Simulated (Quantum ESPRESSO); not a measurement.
Input and output of a self-consistent single point for InSe (Cm, 4 atoms in the cell) (Quantum ESPRESSO).

Computed with PBEsol, GBRV 1.5 ultrasoft (PBESOL) pseudopotentials (plane waves; Quantum ESPRESSO).

```yaml
crystal:
  lattice:
    - [5.85553, -2.06492, 0.00000]
    - [5.85553, 2.06492, 0.00000]
    - [-1.73185, 0.00000, 4.79521]
  atoms:
    - { symbol: In, position: [0.11334, 0.11334, 0.96359] }
    - { symbol: In, position: [0.88820, 0.88820, 0.04684] }
    - { symbol: Se, position: [0.33907, 0.33907, 0.33104] }
    - { symbol: Se, position: [0.66093, 0.66093, 0.66896] }
```

Reference input (self-consistent single point, DFT, PBEsol, plane waves, GBRV 1.5 ultrasoft (PBESOL) pseudopotentials): ecutwfc = 40 Ry; ecutrho = 200 Ry; occupations = fixed; potentials = {In: in_pbesol_v1.4.uspp.F.UPF, Se: se_pbesol_v1.uspp.F.UPF}; K_POINTS = automatic 3 3 3 0 0 0; nbnd = 23; conv_thr = 1e-10 Ry; mixing_beta = 0.7. This run's input differs from it in these lines:

```diff
@@ -13,4 +13,6 @@
    ecutrho = 200
-   occupations = 'fixed'
-   nbnd = 23
+   occupations = 'smearing'
+   smearing = 'fd'
+   degauss = 0.0036749
+   nbnd = 19
 /
```

Log, with long lists cut:

```
     Self-consistent Calculation

     iteration #  1     ecut=    40.00 Ry     beta= 0.70

 %%%%%%%%%%%%%%%%%%%%%%%%%%%%%%%%%%%%%%%%%%%%%%%%%%%%%%%%%%%%%%%%%%%%%%%%%%%%%%
     Error in routine efermig (1):
     internal error, cannot bracket Ef
 %%%%%%%%%%%%%%%%%%%%%%%%%%%%%%%%%%%%%%%%%%%%%%%%%%%%%%%%%%%%%%%%%%%%%%%%%%%%%%

     stopping ...
```

The program stopped with an error at about iteration 1. 

The starting cell comes from a database of computed structures (which also holds hypothetical and non-ambient phases and stackings), without a prior relaxation at this level. Its lattice was rescaled by up to half a per cent. One atom was moved a little off its site on purpose.
